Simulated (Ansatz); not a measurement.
**PtAl2: energy against strain**

PtAl2 (fluorite, Fm-3m, 17.086 Å³/atom at rest) under an equal strain ε in the (111) plane with the normal axis free, as in a coherent film. PBEsol in Ansatz, a plane-wave DFT program (PAW, default set), 420 eV, 17×17×17 Γ-centred mesh, Fermi-Dirac smearing 0.10 eV; ions are relaxed within the symmetry of each cell.

Here s stands for strain and y for E less E0.

| strain (%) | E less E0 (meV/atom) |
|---|---|
| -1.25 | 3.27 |
| -0.83 | 1.43 |
| -0.42 | 0.36 |
| 0.00 | 0.00 |
| 0.42 | 0.40 |
| 0.83 | 1.52 |
| 1.25 | 3.42 |
| 2.50 | ? |

Problem. Fit y against s with a parabola, and predict the withheld value at s = 2.50.

Solution. Least squares gives y = 0.001 + 0.0575·s + 2.1398·s². Residuals (row less fit): -0.003, 0.003, 0.006, -0.001, -0.003, -0.003, 0.004; standard error 0.004 (degrees of freedom: 4). Twice the quadratic coefficient over the volume, 2 × 2.1398 meV × 10⁴ × 0.1602 / 17.086 Å³, is twice the biaxial elastic modulus of this plane = 401 ± 0.5 GPa. At the withheld row, y = 0.001 + 0.0575 × 2.50 + 2.1398 × 2.50² = 13.519 meV/atom. The calculation gives 13.29 meV/atom, 0.229 meV/atom below the prediction (1.7 % of the range of y in the table). The row lies outside the fitted rows, so this is an extrapolation. The fitted rows scatter only by rounding.

One order more, fitted to all 13 runs of the series, follows each within 0.03, so the miss is the next term of a smooth law. In a metal these values are sensitive to mesh and smearing; energies are taken to zero smearing, stresses follow the free energy. Rows are the converged runs of the series near zero and its far end; series whose fitted rows scatter by over a few per cent of the range, as at a crossing or softening among them, aren't shown in this form. Most that stay on the fit to the last digits aren't either.
